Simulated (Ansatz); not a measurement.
For PbTe (model structure, started from the litharge type, P4/nmm, No. 129, 4 atoms in the cell), PBEsol in Ansatz (PAW) gives:

| Quantity | Value |
|---|---|
| lattice parameter a | 5.563 Å |
| lattice parameter c | 4.038 Å |
| cohesive energy | 3.27 eV/atom |

Question: What does r²SCAN+rVV10 (Ansatz, a first-principles code, plane waves, PAW) give for the same quantities?

Answer: 
- lattice constant a: 5.614 Å (rises by 0.9 %)
- lattice parameter c: 4.237 Å (goes up by 4.9 %)
- cohesive energy: 3.08 eV/atom (drops by 0.19 eV/atom)

Changes are worked out from the printed values.

Unless a cell is named, each level is at its own relaxed cell (PBEsol 31.24, r²SCAN+rVV10 33.38 Å³/atom).

Levels without +SOC leave out spin–orbit coupling, which shifts energies and cells of such heavy elements.

Ansatz's density-functional and Hartree–Fock values are scalar-relativistic unless marked +SOC, with PAW data made under PBE.

A model structure was made by putting elements into a prototype or built by hand; it is no filed structure, need not be a known phase, and can be a saddle point held by its symmetry.
